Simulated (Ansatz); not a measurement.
The starting structures come from a database of crystals and need not be the phases stable at ambient conditions.

 Where the default PAW files enter, the runs use the earlier of Ansatz's two default sets.

By PBEsol, the system below comes out a metal.

Without scattering a metal conducts by its projected Fermi surface.

Here is the system:

```
Al
1.0
    2.81246     0.00000     0.00000
   -1.40623     2.43566     0.00000
    0.00000     0.00000     4.72084
Al
2
Cartesian
  1.40623   0.81189   3.54063
  0.00000   1.62377   1.18021
```

Space group of this cell: P6_3/mmc, hcp (Mg type). The cell is strained (lengths along the current scaled by 0.97, ions clamped); by PBEsol its mean pressure is 0.8 GPa.

The current flows along the normal of the first two printed cell vectors, the (001) (indices of the unstrained crystal) plane of the conventional cell. No spin-orbit coupling; the value is a mean over 0.1 eV about the Fermi level.

Task: State the ballistic conductance per area according to PBEsol run with Ansatz (a first-principles code).

Result: 1.7 × 10¹⁵ S/m² for both spins.
